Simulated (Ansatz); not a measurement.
The starting structures come from a database of crystals and need not be the phases stable at ambient conditions.

The decay constant κ of evanescent states in the gap governs leakage through a thin film.

```yaml
crystal:
  lattice:
    - [6.07331, -0.03190, -0.03054]
    - [0.55096, 6.89350, -0.02190]
    - [-2.97415, -1.72068, 7.44857]
  atoms:
    - { symbol: W, position: [0.86214, 0.24334, 0.78249] }
    - { symbol: W, position: [0.13786, 0.75666, 0.21751] }
    - { symbol: S, position: [0.68837, 0.96650, 0.70336] }
    - { symbol: S, position: [0.31163, 0.03350, 0.29664] }
    - { symbol: Cl, position: [0.12063, 0.65624, 0.91838] }
    - { symbol: Cl, position: [0.87937, 0.34376, 0.08162] }
    - { symbol: Cl, position: [0.45011, 0.54499, 0.28658] }
    - { symbol: Cl, position: [0.54989, 0.45501, 0.71342] }
    - { symbol: Cl, position: [0.07842, 0.73302, 0.47206] }
    - { symbol: Cl, position: [0.92158, 0.26698, 0.52794] }
    - { symbol: Cl, position: [0.74903, 0.84515, 0.10274] }
    - { symbol: Cl, position: [0.25097, 0.15485, 0.89726] }
```

The cell was relaxed by PBE-D3(BJ); by PBEsol it stands under a pressure of -0.9 GPa.

Transport runs along the normal of the first two printed cell vectors.

The gap is the functional's own. No spin-orbit coupling. Mid-gap values are those at the computed energy nearest the middle.

Q: Estimate the band gap and the smallest decay constant κ at mid-gap that PBEsol run with Ansatz (an electronic-structure program) returns for this system.

A: Gap 1.70 eV on a 6×6×4 mesh; κ = 0.378 1/Å, at (-0.333, 0.167) of the in-plane reciprocal vectors. At the zone centre the slowest state has κ = 0.44 1/Å.
